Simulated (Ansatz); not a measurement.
MgO under load (space group Fm-3m), PBE, rigid bands (Ansatz, an electronic-structure program). Condition of this run: hydrostatic pressure of 12 GPa (compression positive) (the target of the relaxation). Band gap 5.40 eV, N_c = 5.97e18 cm⁻³ and N_v = 2.68e20 cm⁻³ at 300 K, conductivity masses of 0.380 mₑ (electrons) and 2.23 mₑ (holes). Take k_BT = 0.02585 eV.

Question: What thermal injection velocity √(2k_BT/πm) limits a ballistic channel?

Answer: 8.73e6 cm/s for electrons and 3.60e6 cm/s for holes, a ratio of √(m_h/m_e) = 2.42, for dilute carriers.

Question: Find the intrinsic carrier density and the intrinsic Fermi level.

Answer: n_i = √(N_c N_v) exp(−E_g/2k_BT) = 4.00e19 × exp(−104.44) = 1.8e-26 cm⁻³. The level lies (k_BT/2) ln(N_v/N_c) = 49 meV from mid-gap (positive towards the conduction band). Each 0.1 eV added to the gap lowers n_i by a factor of 6.9.

Question: A film of it is 3 nm thick. Estimate the confinement energies in an infinite well.

Answer: ħ²π²/(2m t²) = 0.376 eV·nm²/(m/mₑ × t²) gives 110 meV for electrons and 18.7 meV for holes, so the gap would widen to about 5.53 eV. Finite barriers and nonparabolic bands lower this, and with several valleys or bands the heaviest mass along the normal sets the lowest level, not this average.

Rigid bands with the computed gap; masses take one relaxation time for all states. Spin-orbit coupling is left out. Geometry: cell and atoms relaxed with PBEsol.
